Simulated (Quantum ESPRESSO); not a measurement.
## Dielectric-response calculation of BaH2 (P6_3/mmc, 6 atoms in the cell) at several settings

```yaml
crystal:
  lattice:
    - [4.54101, 0.00000, 0.00000]
    - [-2.27050, 3.93263, 0.00000]
    - [0.00000, 0.00000, 6.16247]
  atoms:
    - { symbol: Ba, position: [0.66667, 0.33333, 0.75000] }
    - { symbol: Ba, position: [0.33333, 0.66667, 0.25000] }
    - { symbol: H, position: [0.33333, 0.66667, 0.75000] }
    - { symbol: H, position: [0.66667, 0.33333, 0.25000] }
    - { symbol: H, position: [0.00000, 0.00000, 0.50000] }
    - { symbol: H, position: [0.00000, 0.00000, 0.00000] }
```

Base: LDA (PZ), GBRV 1.5 ultrasoft (LDA) pseudopotentials (Quantum ESPRESSO 7.5). Its settings: ecutwfc = 40 Ry; ecutrho = 200 Ry; occupations = smearing; smearing = gauss; degauss = 0.00147 Ry; potentials = {Ba: ba_lda_v1.uspp.F.UPF, H: h_lda_v1.4.uspp.F.UPF}; K_POINTS = automatic 8 8 6 1 1 1; conv_thr = 1e-09 Ry. Starting volume 18.34 Å³ per atom.

Each line gives the change from the base single point and the result:

- occupations: smearing → fixed; smearing: gauss → default; degauss: 0.00147 Ry → default; K_POINTS: automatic 8 8 6 1 1 1 → automatic 8 8 5 1 1 1; nbnd: default → 16; ph.x.tr2_ph: default → 1e-14; ph.x.trans: default → false; ph.x.epsil: default → true; ph.x.zeu: default → true: pressure -4.66 GPa; ε∞ at this k-point mesh, which may be far from converged in small-gap cells (xx, yy, zz) 5.33, 5.33, 4.81; Born charges at this mesh (mean of the diagonal, e) Ba 2.28, Ba 2.28, H -1.13, H -1.13, H -1.15, H -1.15.
- occupations: smearing → fixed; smearing: gauss → default; degauss: 0.00147 Ry → default; nbnd: default → 16; ph.x.tr2_ph: default → 1e-14; ph.x.trans: default → false; ph.x.epsil: default → true; ph.x.zeu: default → true: pressure -4.66 GPa; ε∞ at this k-point mesh, which may be far from converged in small-gap cells (xx, yy, zz) 5.33, 5.33, 4.81; Born charges at this mesh (mean of the diagonal, e) Ba 2.28, Ba 2.28, H -1.12, H -1.12, H -1.16, H -1.16.

The starting cell comes from a database of computed structures (which also holds hypothetical and non-ambient phases and stackings), without a prior relaxation at this level. Its lattice was rescaled by a random factor within 2.5 % of one. In the base run, with a pressure of about -5 GPa the cell is away from its equilibrium volume at this level.

Frequencies and response belong to this unrelaxed cell, and polar modes hold no LO-TO splitting.
